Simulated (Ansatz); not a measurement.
**Short convergence ladders for CaPd (P4mm, 2 atoms in the cell)**

```
CELL_PARAMETERS angstrom
      3.51621     0.00000     0.00000
      0.00000     3.51621     0.00000
      0.00000     0.00000     3.51621
ATOMIC_POSITIONS crystal
  Ca 0.00000 0.00000 0.01422
  Pd 0.50000 0.50000 0.50000
```

Base method: LDA (PW92), default PAW files made with PBE (plane waves; Ansatz, a quantum-chemistry and plane-wave program).

Base settings: basis.ecutwfc = 30.9 Ry; kpoints.mp_grid.grid = 9 9 9; hamiltonian.xc = lda; hamiltonian.pseudopotentials = {kind: paw} (the program's default PAW files); scf.occupations.method = fermi_dirac; scf.occupations.width = 0.0073 Ry.

The count of work is k-points × plane waves × bands × iterations; it is no time. 

**The width of Fermi-Dirac smearing**

In this ladder: kpoints.mp_grid.grid = 15 15 15.

Narrow widths need finer meshes than wide ones, so the last steps can hold mesh noise.

Only quantities that move along the ladder and can be compared are tabulated; pressure and forces are left out, as mesh noise rules them at narrow widths.

| scf.occupations.width | free energy less the last step's (meV/atom) | energy extrapolated to zero width less the last step's (meV/atom) |
|---|---|---|
| 0.0735 Ry | -1000.33 | 171.90 |
| 0.0367 Ry | -180.25 | 37.63 |
| 0.022 Ry | -52.10 | 3.96 |
| 0.0147 Ry | -19.08 | 0.20 |
| 0.0073 Ry | 0.00 | 0.00 |

Widest scf.occupations.width that holds the free energy within 5 meV/atom: not settled: the last two steps still differ by 19 meV/atom, over half the tolerance, so the ladder does not show it.

Widest scf.occupations.width that holds the energy extrapolated to zero width within 1 meV/atom of the last step, with all finer ones: 0.0147 Ry; the step before is off by 4.0 meV/atom.

The extrapolation to zero width removes most of the smearing's effect on the energy.

**The width of Gaussian smearing**

In this ladder: kpoints.mp_grid.grid = 15 15 15; scf.occupations.method = gaussian.

Narrow widths need finer meshes than wide ones, so the last steps can hold mesh noise.

Only quantities that move along the ladder and can be compared are tabulated; pressure and forces are left out, as mesh noise rules them at narrow widths.

```tsv
scf.occupations.width	free energy less the last step's (meV/atom)	energy extrapolated to zero width less the last step's (meV/atom)
0.0735 Ry	-99.08	7.91
0.0367 Ry	-23.48	0.01
0.022 Ry	-8.36	0.07
0.0147 Ry	-3.50	0.30
0.0073 Ry	-0.57	0.09
0.0037 Ry	0.00	0.00
```

Widest scf.occupations.width that holds the free energy within 5 meV/atom of the last step, with all finer ones: 0.0147 Ry; the step before is off by 8.4 meV/atom.

Widest scf.occupations.width that holds the energy extrapolated to zero width within 0.5 meV/atom of the last step, with all finer ones: 0.0367 Ry; the step before is off by 7.9 meV/atom.

The extrapolation to zero width removes most of the smearing's effect on the energy.

**The mesh under tetrahedron occupations**

In this ladder: scf.occupations.method = tetrahedron; scf.occupations.width = default.

Only quantities that move along the ladder and can be compared are tabulated.

| kpoints.mp_grid.grid | free energy less the last step's (meV/atom) | pressure (GPa) | count of work / last |
|---|---|---|---|
| 4 4 4 | 53.49 | -4.48 | 0.027 |
| 5 5 5 | -45.16 | -6.16 | 0.022 |
| 6 6 6 | 8.23 | -5.26 | 0.043 |
| 7 7 7 | -6.45 | -5.91 | 0.050 |
| 9 9 9 | 2.17 | -5.64 | 0.093 |
| 11 11 11 | 1.68 | -5.47 | 0.16 |
| 14 14 14 | 0.18 | -5.37 | 0.31 |
| 18 18 18 | 0.47 | -5.35 | 0.59 |
| 22 22 22 | 0.00 | -5.35 | 1.0 |

Coarsest kpoints.mp_grid.grid that holds the pressure within 0.05 GPa of the last step, with all finer ones: 14 14 14, at 0.31 of the last step's count of work; the step before is off by 0.13 GPa.

Coarsest kpoints.mp_grid.grid that holds the free energy within 1 meV/atom of the last step, with all finer ones: 14 14 14, at 0.31 of the last step's count of work; the step before is off by 1.7 meV/atom.

On the base run: the starting cell comes from a database of computed structures (which also holds hypothetical and non-ambient phases and stackings), without a prior relaxation at this level. Its lattice was rescaled by up to half a per cent. One atom was moved a little off its site on purpose. Spin polarisation is off. In the base run, with a pressure of about -5 GPa the cell is away from its equilibrium volume at this level. Ansatz's pressure includes its estimate of the finite-basis (Pulay) stress.

Left out of this page: 4 runs of the series outside the window shown, repeating another row's setting, or not comparable.

Keys are those of Ansatz 0.2.
